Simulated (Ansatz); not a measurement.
**PBE-D3(BJ) against PBEsol-D3(BJ): SnO, Te on a Sn site**

Base system: a 24-atom supercell of SnO in the litharge type structure (space group P4/nmm, No. 129; a = 3.836 Å, c = 4.757 Å; layered, stacked along the Cartesian z axis) at its relaxed geometry.

(Cell as relaxed with PBE-D3(BJ).)

Levels (all Ansatz, a first-principles code, PAW, earlier PAW set): PBE-D3(BJ) (420 eV, spin-orbit coupling left out); PBEsol-D3(BJ) (420 eV, scalar-relativistic without spin-orbit coupling).

Each level relaxes its own structure.

The change: a neutral Te on a Sn site, atoms relaxed at fixed cell, starting from a slightly rattled geometry.

```csv
quantity,PBE-D3(BJ),PBEsol-D3(BJ)
pressure,0.2 GPa,-0.1 GPa
largest displacement of a host atom from its site in the perfect cell,0.66 Å,0.45 Å
shift of the substituted atom off its lattice site,0.44 Å,0.37 Å
```

PBE-D3(BJ)'s pressure lies 0.3 GPa above PBEsol-D3(BJ)'s; PBE-D3(BJ)'s largest displacement of a host atom from its site in the perfect cell lies 0.21 Å above PBEsol-D3(BJ)'s; PBE-D3(BJ)'s shift of the substituted atom off its lattice site lies 0.07 Å above PBEsol-D3(BJ)'s. Neither level is exact; PBEsol-D3(BJ) is the comparison here, not a measurement.

In so small a cell the defect repeats every few ångströms: this is an ordered compound, not a dilute defect. The final runs are not spin-polarised.
